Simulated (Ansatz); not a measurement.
# A computed series for Pt: response to strain

The parent structure is Pt in the fcc (Cu type) structure (space group Fm-3m, No. 225; a = 3.9198 Å; relaxed with 0.1 eV smearing). Axes: x, y, z lie along the cube axes.

Strains are applied to the cell and any free atomic positions relax.

Calculations: DFT with PBEsol, PAW potentials and a 420 eV plane-wave cutoff in Ansatz (a program for electronic structure), no spin-orbit coupling.

Candidates:
(a) uniaxial strain ε_zz = +3.00 %
(b) uniaxial strain ε_zz = −3.00 %
(c) uniaxial strain ε_zz = −1.50 %
(d) uniaxial strain ε_zz = −2.00 %
(e) uniaxial strain ε_zz = +0.50 %

Notes on the quantities. energy relative to the base: free energy F.

**Question.** Order them by energy relative to the base, highest first.

**Answer.** (b) uniaxial strain ε_zz = −3.00 % (+16 meV/atom), (a) uniaxial strain ε_zz = +3.00 % (+14 meV/atom), (d) uniaxial strain ε_zz = −2.00 % (+7.0 meV/atom), (c) uniaxial strain ε_zz = −1.50 % (+3.9 meV/atom), (e) uniaxial strain ε_zz = +0.50 % (+0.4 meV/atom)

No phonon test of stability was made. The final runs are not spin-polarised. Pt lies near a magnetic instability that expansion can trigger; it was not tested.
